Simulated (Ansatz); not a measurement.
## WSi2, response to strain

The parent structure is WSi₂ (space group I4/mmm, No. 139; a = 3.202 Å, c = 7.818 Å; relaxed with 0.1 eV smearing).

Strains are applied to the cell and any free atomic positions relax.

Level of theory: plane-wave PAW DFT at the PBEsol level (Ansatz, a first-principles code, 420 eV), scalar-relativistic without spin-orbit coupling.

Notes on the quantities. energy relative to the base: free energy F; pressure: mean of the normal stresses, compression positive.

```
case                      volume per atom  energy relative to the base   pressure
------------------------  ---------------  ---------------------------  ---------
base                             13.36 Å³                   0 meV/atom    0.0 GPa
isotropic strain −3.00 %         12.20 Å³                 +87 meV/atom   25.9 GPa
isotropic strain −2.50 %         12.38 Å³                            ?   20.9 GPa
isotropic strain −2.00 %         12.58 Å³                 +37 meV/atom   16.1 GPa
isotropic strain −1.50 %         12.77 Å³                 +21 meV/atom   11.6 GPa
isotropic strain +1.00 %         13.77 Å³                +8.4 meV/atom          ?
isotropic strain +1.50 %         13.97 Å³                 +19 meV/atom          ?
isotropic strain +2.00 %         14.18 Å³                 +33 meV/atom  -12.1 GPa
isotropic strain +2.50 %         14.39 Å³                 +50 meV/atom  -14.6 GPa
isotropic strain +3.00 %         14.60 Å³                 +71 meV/atom  -16.9 GPa
```

Problem. What belongs in the blanks?

Solution. 
- isotropic strain −2.50 %, energy relative to the base: +59 meV/atom
- isotropic strain +1.00 %, pressure: -6.5 GPa
- isotropic strain +1.50 %, pressure: -9.4 GPa

No phonon test of stability was made. The final runs are not spin-polarised.
